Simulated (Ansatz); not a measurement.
## Step by step: reaction energy

We look at the reaction energy. Reaction: 1/2 CH4 (gas) → 1/2 C (graphite) + H2 (gas). The sign is products less reactants.

Method: Ansatz (a program for electronic structure), PAW, neutral cells at 0 K with nuclei at rest, on structures from PBE+D3(BJ). Ansatz runs with its PAW set soft_1. Other levels take these structures. The lattices are those relaxed with PBE+D3(BJ), so at other levels the solids can be strained, which adds to the spread. A dispersion term (D3(BJ), or D4 for r2SCAN) was computed beside these levels and is taken off wherever the name lacks it.

Total energies of the cells in eV, at zero smearing width. They compare only within one column; the weights balance every element.

| cell | atoms | weight | r2SCAN | LDA |
|---|---|---|---|---|
| C (graphite) | 4 | +1 | -1006.65673 | -971.92984 |
| H2 (gas) | 2 | +8 | -31.88930 | -30.95336 |
| CH4 (gas) | 5 | −4 | -316.69488 | -306.19722 |

r2SCAN: (-1006.65673) + 8 × (-31.88930) − 4 × (-316.69488) = 5.008 eV; dividing by 8 gives 0.63 eV.

LDA: (-971.92984) + 8 × (-30.95336) − 4 × (-306.19722) = 5.232 eV; dividing by 8 gives 0.65 eV.

What follows from the r2SCAN value: Per mole of the reaction as written, 0.626 eV × 96.485 = 60.4 kJ.
